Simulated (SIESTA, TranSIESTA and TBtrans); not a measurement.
Run with TranSIESTA and TBtrans (open boundaries, self-consistent; PseudoDojo norm-conserving potentials, scalar-relativistic): Spin polarized, PAO.BasisSize DZP, PAO.EnergyShift 0.15 eV, XC.Authors PBE, Mesh.Cutoff 200 Ry, ElectronicTemperature 300 K, TS.Voltage 0.0 eV, TBT.Elecs.Eta 0.001 eV.

Device: Pt chain with one H atom inserted. Leads: straight Pt chain, spacing 2.28 Å. Geometry: 3 atoms about the centre moved by SIESTA (PBE, DZP) to a largest force of 0.01 eV/Å, all others as built, motion along the axis alone.

Question: Predict: conductance at 300 K (G0 = 2e²/h); mean T from −0.5 to 0.5 eV.

Answer: conductance at 300 K (G0 = 2e²/h): 2.20; mean T from −0.5 to 0.5 eV: 1.98. A magnetic start was tried, and the separate lead runs end without a moment. The straight chain is held at its spacing; free chains may zigzag or dimerise. Spin-orbit coupling, left out here, matters for the heavy atoms.
